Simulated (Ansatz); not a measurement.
Base system: K₂S in the anti-fluorite structure (space group Fm-3m, No. 225).

K$_{2}$S has the cubic space group Fm-3m (No. 225), the anti-fluorite structure, Pearson symbol cF12. Cell: a = b = c = 7.462 Å, α = β = γ = 90.00°. K on 8c sees 4 S at 3.231 Å (tetrahedral). S on 4a has 8 K at 3.231 Å (cubic). (Neighbours: up to the widest gap in distance over summed covalent radii, below 1.35, at either atom; cation-cation and far metal-metal contacts left out.)
(The calculation used a cell of 3 atoms; values per cell refer to that cell.)

Calculations: Ansatz (a first-principles code), PBE, PAW, cutoff 420 eV, without spin-orbit coupling.

Now apply this change: the cell is scaled by 1.0200 in all directions; the atoms relax in the strained cell.

Q: Estimate the effect on the mean gap deformation potential ΔEg/Δln V and energy relative to the base.

A: The mean gap deformation potential ΔEg/Δln V amounts to -2.5 eV; the energy increases by 6.6 meV/atom.

Stability against distortions was not tested.
